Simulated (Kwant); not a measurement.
Computed with Kwant: Hückel tight-binding model, one pz orbital an atom, one spin, coherent transport at 0 K. Conductance is in e²/h.

Device: π system c1ccc2cc3ccccc3cc2c1 between two chain leads. The π system is taken as planar. Atoms are numbered from 0 in the order of the SMILES. Site energies (eV, carbon 0): [0.0, 0.0, 0.0, 0.0, 0.0, 0.0, 0.0, 0.0, 0.0, 0.0, 0.0, 0.0, 0.0, 0.0]. Bonds (i, j, β in eV): (0,1,-2.7) (1,2,-2.7) (2,3,-2.7) (3,4,-2.7) (4,5,-2.7) (5,6,-2.7) (6,7,-2.7) (7,8,-2.7) (8,9,-2.7) (9,10,-2.7) (10,11,-2.7) (11,12,-2.7) (12,13,-2.7) (13,0,-2.7) (12,3,-2.7) (10,5,-2.7). Leads: chains of hopping −4.1 eV, joined by −0.81 eV to atoms 0 and 11.

Site energies and bond integrals are typed Hückel values.

Sweep values stay those of the base run.

One input was changed, with this effect: transmission at E = 0 0.0035 → 0.00088.

Task: Which change was it?
A. contacts moved from atoms [0, 11] to [0, 2]
B. contacts moved from atoms [0, 11] to [0, 7]
C. contacts moved from atoms [0, 11] to [0, 8]
D. contacts moved from atoms [0, 11] to [0, 13]
E. contacts moved from atoms [0, 11] to [4, 11]
F. contacts moved from atoms [0, 11] to [2, 13]

Result: B, contacts moved from atoms [0, 11] to [0, 7]
